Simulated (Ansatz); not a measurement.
Al2CdS4 (space group I-4, No. 82)

```yaml
crystal:
  lattice:
    - [-2.76063, 2.76063, 5.07689]
    - [2.76063, -2.76063, 5.07689]
    - [2.76063, 2.76063, -5.07689]
  atoms:
    - { symbol: Al, position: [0.50000, 0.50000, 0.00000] }
    - { symbol: Al, position: [0.25000, 0.75000, 0.50000] }
    - { symbol: Cd, position: [0.00000, 0.00000, 0.00000] }
    - { symbol: S, position: [0.40417, 0.86393, 0.99603] }
    - { symbol: S, position: [0.86790, 0.40814, 0.00397] }
    - { symbol: S, position: [0.13607, 0.13210, 0.54024] }
    - { symbol: S, position: [0.59186, 0.59583, 0.45976] }
```

All numbers come from PBEsol, PAW, 420 eV (Ansatz, an electronic-structure program; no spin-orbit coupling). Γ-centred 9×9×9 mesh, Fermi–Dirac width 0.05 eV.

```json
{
  "volume_per_atom": "22.11 Å³",
  "density": "3.16 g/cm³",
  "band_gap": "2.82 eV, indirect, k = (0.222, -0.222, 1/3) in the run's primitive reciprocal basis → Γ",
  "electron_mass": "0.36 mₑ along c, 0.23 mₑ across",
  "Lowest conduction-band minima above the VBM": "Γ 2.82 eV; X (0, 0, 1/2) 3.51 eV; M (1/2, 1/2, 1/2) 3.59 eV",
  "total_energy": "-1825.643 eV/atom (σ→0; compares only within this code and set-up)"
}
```

Masses are band curvatures over ±0.01 Å⁻¹ around the edge. Stability against distortions was not tested.
